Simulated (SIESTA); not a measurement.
Band structure of NbN (Fm-3m, 2 atoms in the cell).

```yaml
crystal:
  lattice:
    - [0.00000, 2.21444, 2.21444]
    - [2.21444, 0.00000, 2.21444]
    - [2.21444, 2.21444, 0.00000]
  atoms:
    - { symbol: Nb, position: [0.50000, 0.50000, 0.50000] }
    - { symbol: N, position: [0.00000, 0.00000, 0.00000] }
```

Level of theory: SIESTA with GGA PBE, numerical atomic orbitals TZP, PseudoDojo PBE standard norm-conserving potentials (rewritten from UPF to PSML).

Settings: XC.functional = GGA; XC.authors = PBE; potentials = PseudoDojo PBE standard; PAO.BasisSize = TZP; PAO.EnergyShift = 0.005 Ry; MeshCutoff = 350 Ry; kgrid.MonkhorstPack = 13 13 13; OccupationFunction = MP; OccupationMPOrder = 0; ElectronicTemperature = 0.05 eV; MaxSCFIterations = 150; SCF.Mixer.Method = Broyden; SCF.Mixer.Weight = 0.1; SCF.Mixer.History = 8.

The starting cell comes from a database of computed structures (which also holds hypothetical and non-ambient phases and stackings), without a prior relaxation at this level. Its lattice was rescaled by a random factor within 2.5 % of one. Spin polarisation is off. Values carry the incompleteness of an atom-centred basis.

Levels in eV from the Fermi level, bands 6 to 11:
| point | 6 | 7 | 8 | 9 | 10 | 11 |
|---|---|---|---|---|---|---|
| Γ | -3.18 | -3.18 | -3.18 | -2.06 | -2.06 | -2.06 |
| X | -5.76 | -4.99 | -3.91 | -3.91 | 1.41 | 2.54 |
| W | -6.60 | -6.01 | -6.01 | -0.10 | -0.10 | 2.55 |
| K | -6.76 | -5.98 | -5.57 | -1.87 | 1.82 | 2.03 |
| L | -9.04 | -6.99 | -6.99 | 1.29 | 1.29 | 1.82 |
| U | -6.76 | -5.98 | -5.57 | -1.87 | 1.82 | 2.03 |

Bands cross the Fermi level along this path, so the cell is metallic at this level.

Higher empty bands are left out: an atom-centred basis made for the valence describes them poorly.
